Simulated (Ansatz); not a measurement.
ZnSe in the zinc blende structure (space group F-43m, No. 216)

```cif
data_SeZn
_chemical_formula_sum 'Se1 Zn1'
_space_group_name_H-M_alt 'P 1'
_space_group_IT_number 1
_cell_length_a 3.98350
_cell_length_b 3.98350
_cell_length_c 3.98350
_cell_angle_alpha 60.000
_cell_angle_beta 60.000
_cell_angle_gamma 60.000
loop_
_space_group_symop_operation_xyz
  'x, y, z'
loop_
_atom_site_label
_atom_site_type_symbol
_atom_site_fract_x
_atom_site_fract_y
_atom_site_fract_z
_atom_site_occupancy
Se1 Se 0.75000 0.75000 0.75000 1
Zn1 Zn 0.00000 0.00000 0.00000 1
```

The values are results of Ansatz (a quantum-chemistry and plane-wave program), PBEsol, PAW, cutoff 420 eV, no spin-orbit coupling, not measurements. Γ-centred 10×10×10 mesh, Fermi–Dirac width 0.05 eV.

- Volume per atom = 22.35 Å³
- Density = 5.36 g/cm³
- Band gap = 1.24 eV, direct at Γ
- Electron mass = 0.091 mₑ
- Hole mass (degenerate bands, along [100]) = 0.096, 0.58, 0.58 mₑ
- Lowest conduction-band minima above the VBM = Γ 1.24 eV; L along ⟨111⟩ 2.48 eV
- Total energy = -4353.228 eV/atom (σ→0; compares only within this code and set-up)

Masses are band curvatures over ±0.01 Å⁻¹ around the edge. Stability against distortions was not tested.
